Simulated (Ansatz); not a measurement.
Electronic density of states of amorphous Zn12As12Se36, density 4.91 g/cm³, on a 2×2×2 Γ-centred mesh with a Gaussian width of 0.1 eV; energies count from the Fermi level, whose place inside the gap is arbitrary. Cell and mesh are small, so fine structure isn't converged. The numbers are results of PBE-D3(BJ), scalar-relativistic without spin-orbit coupling, PAW (Ansatz default set, large-core Se) (plane waves to 420 eV; Ansatz, a program for electronic structure), not measurements. Sampling: a 2×2×2 Γ-centred mesh; Fermi-Dirac width 0.05 eV; no spin polarisation.

The cell was made by melting and quenching with the CHGNet potential and then relaxed with DFT. The hot cell started wider than the set density and was brought back towards it in steps. It is the lowest in DFT energy of 3 quenches. It is a model cell: composition and starting density were chosen by hand, and all elements were melted together. The geometry includes D3(BJ) dispersion. Its density started from a set value of 4.51 and ended at 4.91 g/cm³. Cooling (nominally 79 K/ps over its main leg) ran many orders faster than in experiment, which tends to leave more defects and strain. Values belong to this one cell and scatter from quench to quench. Volume and shape were free in the relaxation.

```csv
E - EF (eV),states/(eV atom)
-12.00,0.02
-11.90,0.18
-11.80,0.34
-11.70,0.20
-11.60,0.25
-11.50,0.25
-11.40,0.08
-11.30,0.01
-11.20,0.00
-11.10,0.00
-11.00,0.00
-10.90,0.01
-10.80,0.09
-10.70,0.19
-10.60,0.16
-10.50,0.14
-10.40,0.11
-10.30,0.15
-10.20,0.23
-10.10,0.21
-10.00,0.18
-9.90,0.24
-9.80,0.24
-9.70,0.26
-9.60,0.31
-9.50,0.33
-9.40,0.29
-9.30,0.29
-9.20,0.19
-9.10,0.11
-9.00,0.16
-8.90,0.08
-8.80,0.01
-8.70,0.00
-8.60,0.00
-8.50,0.00
-8.40,0.00
-8.30,0.00
-8.20,0.00
-8.10,0.00
-8.00,0.00
-7.90,0.00
-7.80,0.00
-7.70,0.00
-7.60,0.00
-7.50,0.00
-7.40,0.00
-7.30,0.08
-7.20,0.61
-7.10,1.49
-7.00,1.63
-6.90,1.61
-6.80,2.59
-6.70,3.40
-6.60,3.12
-6.50,2.63
-6.40,1.69
-6.30,0.92
-6.20,0.22
-6.10,0.01
-6.00,0.00
-5.90,0.03
-5.80,0.17
-5.70,0.27
-5.60,0.28
-5.50,0.36
-5.40,0.45
-5.30,0.50
-5.20,0.50
-5.10,0.54
-5.00,0.60
-4.90,0.60
-4.80,0.63
-4.70,0.60
-4.60,0.55
-4.50,0.62
-4.40,0.67
-4.30,0.62
-4.20,0.58
-4.10,0.60
-4.00,0.59
-3.90,0.52
-3.80,0.54
-3.70,0.58
-3.60,0.57
-3.50,0.54
-3.40,0.55
-3.30,0.54
-3.20,0.52
-3.10,0.52
-3.00,0.56
-2.90,0.58
-2.80,0.58
-2.70,0.61
-2.60,0.70
-2.50,0.69
-2.40,0.62
-2.30,0.69
-2.20,0.73
-2.10,0.69
-2.00,0.68
-1.90,0.69
-1.80,0.69
-1.70,0.74
-1.60,0.77
-1.50,0.80
-1.40,0.85
-1.30,0.73
-1.20,0.67
-1.10,0.71
-1.00,0.73
-0.90,0.70
-0.80,0.69
-0.70,0.81
-0.60,0.79
-0.50,0.67
-0.40,0.58
-0.30,0.41
-0.20,0.17
-0.10,0.02
0.00,0.00
0.10,0.03
0.20,0.14
0.30,0.13
0.40,0.03
0.50,0.01
0.60,0.06
0.70,0.20
0.80,0.29
0.90,0.25
1.00,0.23
1.10,0.25
1.20,0.23
1.30,0.32
1.40,0.41
1.50,0.47
1.60,0.47
1.70,0.45
1.80,0.47
1.90,0.49
2.00,0.51
2.10,0.55
2.20,0.57
2.30,0.58
2.40,0.57
2.50,0.53
2.60,0.57
2.70,0.58
2.80,0.60
2.90,0.58
3.00,0.54
3.10,0.56
3.20,0.59
3.30,0.54
```

The gap on this mesh is 0.44 eV; the broadening fills part of it in the curve.
